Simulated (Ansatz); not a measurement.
CaTiO3 (Imma, No. 74, 10 atoms in the cell; start mp-556003; a measured phase of this formula has another space group), treated with LDA in Ansatz (plane waves, PAW).

Run with plane-wave cutoff 520 eV, 10×10×10 k mesh, Fermi–Dirac smearing 0.01 eV, no spin polarisation, scalar-relativistic PAW data made under PBE.

Cell (relaxed at this level):

```xyz
10
Lattice="-2.6728 3.7452 2.6815 2.6728 -3.7452 2.6815 2.6728 3.7452 -2.6815" Properties=species:S:1:pos:R:3 pbc="T T T"
Ca     2.6728     1.8726     2.6091
Ca     0.0000     1.8726     0.0723
Ti     2.6728     0.0000     0.0000
Ti     0.0000     0.0000     2.6815
O      1.3364     3.3814     1.3407
O      1.3364     0.3638     1.3407
O      1.3364     4.1090    -1.3407
O     -1.3364     3.3814     1.3407
O      0.0000     1.8726     3.1571
O      2.6728     1.8726    -0.4756
```

**Question.** Predict the band gap.

**Answer.** 
- band gap: 2.28 eV (on the SCF k mesh)

Note: the relaxation could not lower the start's symmetry, so the cell can be a saddle point above a distorted one.

Static lattice: no zero-point or thermal effects.

A start named mp-… is a Materials Project structure, which need not be a measured phase.

Ansatz is a first-principles code.
